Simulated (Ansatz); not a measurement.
Here is the system:

```xyz
2
Lattice="4.2813 0.0000 0.0000 2.1406 3.7077 0.0000 2.1406 -1.2359 3.3629" Properties=species:S:1:pos:R:3 pbc="T T T"
In     0.0000     0.0000    -0.0205
P      4.2813     0.0000     2.5427
```

No spin polarisation.

Level of theory: Kohn–Sham DFT with the r2SCAN functional, run in Ansatz (a quantum-chemistry and plane-wave program) with PAW and 500 eV plane waves, without spin-orbit coupling. Γ-centred 10×10×10 mesh, Fermi–Dirac width 0.05 eV.

Question: What space group does the calculation give?

Answer: R3m (No. 160).

Question: Predict the pressure (mean of the normal stresses, compression positive).

Answer: -2.23 GPa.

Question: Estimate the valence-band top at Γ (three highest levels, from the VBM).

Answer: 0.00, -0.20, -0.20 eV.

The levels and masses belong to the bands next to the band gap. The cells carry an imposed strain or load. Stability against distortions was not tested. The cell was made from InP in the zinc blende structure (space group F-43m, No. 216) by this change: biaxial strain +2.50 %, plane normal [111], relaxed out of plane.
